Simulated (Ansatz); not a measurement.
The parent structure is MgS in the rock salt structure (space group Fm-3m, No. 225; a = 5.155 Å).

Now apply this change: an isotropic linear strain of +2.06 %, atoms relaxed at fixed cell.

Levels (all Ansatz, a program for electronic structure, PAW): PBE-D3(BJ) (420 eV, no spin-orbit coupling); r2SCAN (500 eV, spin-orbit coupling left out).

The geometry is relaxed with PBE-D3(BJ).

- PBE-D3(BJ) hole mass = 0.24, 0.99, 0.99 mₑ (at Γ)
- PBE-D3(BJ) lowest conduction level above the VBM at special points = X 2.72 eV; Γ 3.47 eV; U 3.86 eV; K 3.86 eV
- PBE-D3(BJ) smallest direct gap = 3.47 eV
- PBE-D3(BJ) electron mass = 0.52 mₑ along k, 0.29 mₑ across (at X)

With r2SCAN at the same geometry, the hole mass (degenerate bands, along [100]) becomes 0.27, 0.97, 0.97 mₑ (at Γ) (PBE-D3(BJ): 0.24, 0.99, 0.99 mₑ (at Γ)); the lowest conduction level above the VBM at special points goes from X 2.72 eV; Γ 3.47 eV; U 3.86 eV; K 3.86 eV to X 3.39 eV; Γ 4.37 eV; U 4.51 eV; K 4.51 eV; the smallest direct gap rises by 0.90 eV, from 3.47 eV to 4.37 eV; the electron mass goes from 0.52 mₑ along k, 0.29 mₑ across (at X) to 0.52 mₑ along k, 0.30 mₑ across (at X).

Single points use the geometry relaxed with PBE-D3(BJ). Masses are band curvatures over ±0.01 Å⁻¹ around the edge. Along k means along the line from Γ to the band edge. Whether these cells are dynamically stable was not tested. The base started in Pnma and relaxed to Fm-3m at this level.
